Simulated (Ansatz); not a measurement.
Base system: W in the bcc (W type) structure (space group Im-3m, No. 229; relaxed with 0.1 eV smearing).

```xyz
1
Lattice="-1.5771 1.5771 1.5771 1.5771 -1.5771 1.5771 1.5771 1.5771 -1.5771" Properties=species:S:1:pos:R:3 pbc="T T T"
W      0.0000     0.0000     0.0000
```

Cartesian axes are those of the cell as printed.

Level of theory: Kohn–Sham DFT with the PBEsol functional, run in Ansatz (an electronic-structure program) with PAW and 420 eV plane waves, no spin-orbit coupling.

Strains are applied to the cell and any free atomic positions relax; under biaxial strain the out-of-plane vector relaxes too.

One change was made to it. Results:

```tsv
quantity	base	after
energy relative to the base (free energy F)	0 meV/atom	+13 meV/atom
pressure (mean of the normal stresses, compression positive)	0.0 GPa	-5.6 GPa
```

Problem. Which of these changes matches the shifts?
A) biaxial strain +1.50 %, plane normal [001], relaxed out of plane
B) biaxial strain −2.50 %, plane normal [001], relaxed out of plane
C) biaxial strain +2.00 %, plane normal [001], relaxed out of plane

Solution. A, biaxial strain +1.50 %, plane normal [001], relaxed out of plane. For comparison, the energy relative to the base in the other runs: biaxial strain −2.50 %, plane normal [001], relaxed out of plane gives +38 meV/atom; biaxial strain +2.00 %, plane normal [001], relaxed out of plane gives +22 meV/atom.

Whether these cells are dynamically stable was not tested. The final runs are not spin-polarised.
